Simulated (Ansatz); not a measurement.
Abridged Ansatz (a program for electronic structure) output:

```
Relaxation: its limit of steps is 50 (relax.max_steps)
Pseudopotential: Sn, paw, valence charge 14
Pseudopotential: Se, paw, valence charge 16
Crystal: 3 atoms, lattice volume = 70.873 Å³
Basis set: ecut = 420 eV, 1407 PW (Γ), exchange–correlation on 54×54×80 points (8 copies of the dense FFT grid, shifted against one another)
Bands: 28, of which v1, the nominal top of the filled ones, is band 23 counted from 1 (22 counted from 0)
Symmetry: 4 space group operations
k-points: 172 of 600
Functional: x = pbesol(κ = 0.804, μ = 0.12345679012345678), c = pbesol(β = 0.046)
SCF iter   1: F=—  HF=-16800.247733 eV  |F-HF|=—  |Δ(HF+E_count)|=         —  Δρ=2.19e-3  dr2=2.81e-3  ethr=1.77e-3  ⟨swp⟩=6.5  Hψ=21266  notcnv=0
SCF iter   2: F=—  HF=-16800.244935 eV  |F-HF|=—  |Δ(HF+E_count)|=   2.80e-3  Δρ=1.28e-3  dr2=1.07e-3  ethr=6.11e-6  ⟨swp⟩=3.0  Hψ=10832  notcnv=0  defer=18
SCF 1 converged in 9 iterations: F = -16800.244777 eV  dr2 = 2.88e-10
relax step   1: F+E_penalty+E_count = -16800.24477656 eV  Δ(F+E_penalty+E_count) = +0.000e0 eV  max|allowed force component| = 4.874e-2 eV/Å  Δτ_max = 0.0000 Å  (9 SCF iters, accepted)
Crystal: 3 atoms, lattice volume = 70.873 Å³
SCF iter   1: F=—  HF=-16800.244341 eV  |F-HF|=—  |Δ(HF+E_count)|=         —  Δρ=1.10e-3  dr2=8.90e-4  ethr=1.91e-6  ⟨swp⟩=2.0  Hψ=15539  notcnv=0  defer=68
SCF iter   2: F=—  HF=-16800.244147 eV  |F-HF|=—  |Δ(HF+E_count)|=   1.94e-4  Δρ=6.02e-4  dr2=3.00e-4  ethr=1.91e-6  ⟨swp⟩=1.1  Hψ=4761  notcnv=0  defer=68
SCF 2 converged in 9 iterations: F = -16800.244058 eV  dr2 = 8.92e-11
relax step   2: F+E_penalty+E_count = -16800.24405800 eV  Δ(F+E_penalty+E_count) = +7.186e-4 eV  max|allowed force component| = 9.588e-2 eV/Å  Δτ_max = 0.0160 Å  (9 SCF iters, rejected (line search))
Crystal: 3 atoms, lattice volume = 70.873 Å³
SCF iter   1: F=—  HF=-16800.245183 eV  |F-HF|=—  |Δ(HF+E_count)|=         —  Δρ=7.14e-4  dr2=3.79e-4  ethr=8.04e-6  ⟨swp⟩=3.2  Hψ=10119  notcnv=0  defer=68
SCF iter   2: F=—  HF=-16800.245103 eV  |F-HF|=—  |Δ(HF+E_count)|=   8.06e-5  Δρ=3.87e-4  dr2=1.24e-4  ethr=8.23e-7  ⟨swp⟩=1.0  Hψ=6192  notcnv=0  defer=68
SCF 3 converged in 9 iterations: F = -16800.245063 eV  dr2 = 5.94e-11
relax step   3: F+E_penalty+E_count = -16800.24506260 eV  Δ(F+E_penalty+E_count) = -2.860e-4 eV  max|allowed force component| = 2.220e-3 eV/Å  Δτ_max = 0.0057 Å  (9 SCF iters, accepted)
SCF converged after 9 iterations
Free energy (F): -16800.245063 eV
Internal energy: -16800.242889 eV  (E = F + TS)
E sigma→0 (E₀):  -16800.243976 eV
Entropy (-TS):   -0.002174 eV (-0.725 meV/atom)
Fermi energy:    9.745935 eV
  E_disp       = -1.078149  (pairwise vdW)
--- Forces (eV/Å), atoms counted from 1 ---
  atom   1  Sn     0.00000000     0.00000000     0.00000000
  atom   2  Se     0.00000000    -0.00221978    -0.00181801
  atom   3  Se     0.00000000     0.00221978     0.00181801
--- Stress (GPa, compression-positive) ---
        1.154770       0.000000       0.000000
        0.000000       0.360962      -0.058796
        0.000000      -0.058796       0.289329
  P = ⅓ Tr σ = 0.6017 GPa (6.017 kbar)
--- Relaxed structure (3 steps of the walk, 2 accepted, 0 SCFs on fresh bases) ---
  atoms:
    - { symbol: Sn, position: [0.0, 0.0, 0.0] }
    - { symbol: Se, position: [0.3329682989681813, 0.6659365979363627, 0.27693245188056603] }
    - { symbol: Se, position: [0.6670317010318185, 0.33406340206363716, 0.7230675481194339] }
```

Question: What was computed, and what are the main results?

Answer: SnSe2, 3 atoms in the cell, with plane-wave PAW DFT at the PBEsol-D3(BJ) level (Ansatz, 420 eV), no SOC. The last SCF converged to F = -16800.245063 eV, or -5600.0817 eV per atom, at a pressure of 0.60 GPa. The total energy compares only with runs of the same code, potentials and settings.

The cells carry an imposed strain or load. Whether these cells are dynamically stable was not tested. The final runs are not spin-polarised. The cell was made from SnSe$_{2}$ in the CdI2 type structure (space group P-3m1, No. 164; layered, stacked along the Cartesian z axis) by this change: uniaxial strain ε_xx = −1.00 %.

Keys are those of Ansatz 0.2.
